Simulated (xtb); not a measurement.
xtb 6.7.1, GFN2-xTB: Ti(NMe)(NH2)2 (C[N]=[Ti]([NH2])[NH2]), 12 atoms. The geometry is a generated start, not checked to be a minimum at this level.

```json
{
  "method": "GFN2-xTB",
  "--acc": "1 (default)",
  "--etemp (K)": "300 (default)",
  "detailed input (--input)": "none: ANC optimiser, Lindh (1995) Hessian, microcycle=20, maxdispl=1.0, hlow=0.01 (default)",
  "basis_functions": "33",
  "valence_electrons": "30"
}
```

```xyz
12

Ti     1.2536     0.6298    -0.0607
N      0.6831    -0.6791    -1.0142
C     -0.5473    -1.3865    -1.1497
H     -0.3722    -2.4351    -1.4324
H     -1.1208    -1.3829    -0.1925
H     -1.1852    -0.9354    -1.9334
N      1.1328     0.0534     1.7363
H      0.5134    -0.7306     1.9646
H      1.0182     0.7660     2.4659
N     -0.0614     1.9917    -0.2127
H     -0.4688     2.3255     0.6702
H     -0.8454     1.7832    -0.8414
```

Charge 0 and multiplicity 1 are set for this test and not shown to be the ground state.

The structure is relaxed from this start with --opt LEVEL for the levels crude, sloppy, loose, lax, normal, tight, vtight, extreme, once each. Up to the end of the extreme run atoms move by at most 0.43 Å along an axis.

Task: Which level is enough to come within 5 meV of the tightest end point?

Result: normal: 21 cycles against 36, ending 0.11 meV above.

| level | cycles | energy above the extreme run (meV) | gradient norm (eV/Å) |
|---|---|---|---|
| crude | 1 | 9.3 | 0.12 |
| sloppy | 1 | 9.3 | 0.12 |
| loose | 1 | 9.3 | 0.12 |
| lax | 1 | 9.3 | 0.12 |
| normal | 21 | 0.11 | 0.050 |
| tight | 23 | 0.057 | 0.0066 |
| vtight | 25 | 0.045 | 0.0042 |
| extreme | 36 | — | 0.0022 |
